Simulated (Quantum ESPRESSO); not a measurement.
Input and output of a self-consistent single point for SrGe2Ru2 (P1, 5 atoms in the cell) (Quantum ESPRESSO).

Method of the run: LDA (PZ), GBRV 1.5 ultrasoft (LDA) pseudopotentials (plane waves; Quantum ESPRESSO 7.5).

The change in words: atoms moved at random. Reference geometry:
```xyz
5
Lattice="2.1524 -2.1524 5.1470 2.1524 2.1524 5.1470 -2.1524 -2.1524 5.1470" Properties=species:S:1:pos:R:3 pbc="T T T"
Sr     0.0000     0.0000     0.0000
Ge     0.0000     0.0000     6.6106
Ge     0.0000     0.0000     3.6834
Ru    -2.1524     0.0000     2.5735
Ru     0.0000     2.1524     2.5735
```

Reference input (self-consistent single point, DFT, LDA (PZ), plane waves, GBRV 1.5 ultrasoft (LDA) pseudopotentials): ecutwfc = 50 Ry; ecutrho = 400 Ry; occupations = smearing; smearing = gaussian; degauss = 0.0036749 Ry; potentials = {Sr: sr_lda_v1.uspp.F.UPF, Ge: ge_lda_v1.4.uspp.F.UPF, Ru: ru_lda_v1.2.uspp.F.UPF}; K_POINTS = automatic 6 6 6 0 0 0; conv_thr = 1e-11 Ry; mixing_beta = 0.3. This run's input differs from it in these lines:

```diff
@@ -8,5 +8,3 @@
 &system
-    ibrav = 7
-    celldm(1) = 8.13494215
-    celldm(3) = 2.3912571611
+    ibrav = 0
     nat = 5
@@ -28,9 +26,13 @@
 ATOMIC_POSITIONS crystal
-Sr    0.00000000    0.00000000    0.00000000
-Ge    0.00000000    0.64218000    0.64218000
-Ge    0.00000000    0.35782000    0.35782000
-Ru   -0.50000000    0.25000000    0.75000000
-Ru   -0.50000000    0.75000000    0.25000000
+Sr   -0.00279600   -0.01016200   -0.01337000
+Ge    0.65364000    0.64819300    0.01101300
+Ge    0.35290800    0.36646200    0.00886600
+Ru    0.74338300    0.25741200    0.50420800
+Ru    0.25286500    0.73809400    0.48928400
 K_POINTS automatic
 6 6 6  0 0 0
+CELL_PARAMETERS angstrom
+  -2.15241300     2.15241300     5.14697300
+   2.15241300    -2.15241300     5.14697300
+   2.15241300     2.15241300    -5.14697300
```

The program printed (abridged):

```
     Self-consistent Calculation

     iteration #  1     ecut=    50.00 Ry     beta= 0.30

     negative rho (up, down):  2.003E-01 0.000E+00

     total energy              =    -885.43963742 Ry
     estimated scf accuracy    <       1.32044053 Ry

     iteration #  2     ecut=    50.00 Ry     beta= 0.30

     negative rho (up, down):  1.998E-01 0.000E+00

     total energy              =    -885.38767524 Ry
     estimated scf accuracy    <       0.26384910 Ry

     iteration #  3     ecut=    50.00 Ry     beta= 0.30

     negative rho (up, down):  2.000E-01 0.000E+00

     total energy              =    -885.43141513 Ry
     estimated scf accuracy    <       0.04178819 Ry

   [... 9 blocks of this kind left out ...]

     iteration # 13     ecut=    50.00 Ry     beta= 0.30

     negative rho (up, down):  2.014E-01 0.000E+00

     total energy              =    -885.43501312 Ry
     estimated scf accuracy    <          6.2E-11 Ry

     iteration # 14     ecut=    50.00 Ry     beta= 0.30

     negative rho (up, down):  2.014E-01 0.000E+00
     End of self-consistent calculation

     Number of k-points >= 100: set verbosity='high' to print the bands.

     the Fermi energy is    13.3967 ev

!    total energy              =    -885.43501309 Ry
     estimated scf accuracy    <          9.9E-12 Ry
     smearing contrib. (-TS)   =      -0.00018553 Ry
     internal energy E=F+TS    =    -885.43482756 Ry

     convergence has been achieved in  14 iterations

     negative rho (up, down):  2.014E-01 0.000E+00

     Forces acting on atoms (cartesian axes, Ry/au):

     atom    1 type  1   force =     0.00776969    0.00252487   -0.00009951
     atom    2 type  2   force =     0.00975839   -0.01536245   -0.00875952
     atom    3 type  2   force =    -0.05123334   -0.00324855    0.00915537
     atom    4 type  3   force =    -0.02531719    0.00934880    0.00827107
   [... lines left out ...]
     Total force =     0.087139     Total SCF correction =     0.000011
   [... lines left out ...]

     negative rho (up, down):  2.014E-01 0.000E+00
          total   stress  (Ry/bohr**3)                   (kbar)     P=      -25.47
  -0.00012010  -0.00000019  -0.00015846          -17.67       -0.03      -23.31
  -0.00000019  -0.00022050   0.00001613           -0.03      -32.44        2.37
  -0.00015846   0.00001613  -0.00017885          -23.31        2.37      -26.31

   JOB DONE.
```

The run converged in 14 iterations. Against the reference run the free energy goes up by 20.0 meV/atom, the pressure goes from -4.23 to -2.55 GPa and the largest force goes from 0.109 to 1.543 eV/Å.

The starting cell comes from a database of computed structures (which also holds hypothetical and non-ambient phases and stackings), without a prior relaxation at this level. Its lattice was rescaled by a random factor within 2.5 % of one. For this run, on top of that: atoms moved at random. Spin polarisation is off. Forces in this geometry exceed 1 eV/Å.

Cost on one core of a shared machine: roughly 7 min.
